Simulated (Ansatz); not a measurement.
# Fermi-surface data of Mo (Im-3m)

Given:

```yaml
crystal:
  lattice:
    - [-1.58002, 1.58002, 1.58002]
    - [1.58002, -1.58002, 1.58002]
    - [1.58002, 1.58002, -1.58002]
  atoms:
    - { symbol: Mo, position: [0.00000, 0.00000, 0.00000] }
```

Level of theory: PBE, rigid bands (plane waves, PAW, scalar-relativistic; Ansatz, a program for electronic structure). Condition of this run: functional PBE, cell relaxed with it. Geometry: cell and atoms relaxed with PBE.

- density of states at the Fermi level: 0.596 states/(eV·cell), both spins
- bare Sommerfeld coefficient: 1.41 mJ/(mol of atoms·K²)
- Drude plasma energy: 8.5 eV
- root-mean-square Fermi velocity: 8.6e5 m/s
- resistivity times τ: 6.7 ×10⁻²² Ω·m·s
- resistivity times mean free path: 6.2 ×10⁻¹⁶ Ω·m²

A metal at this level (no band gap); rigid bands, thermally averaged at 300 K, both spins. Spin-orbit coupling is left out. τ is one relaxation time for all states; the product of resistivity and mean free path takes one path for all states instead.
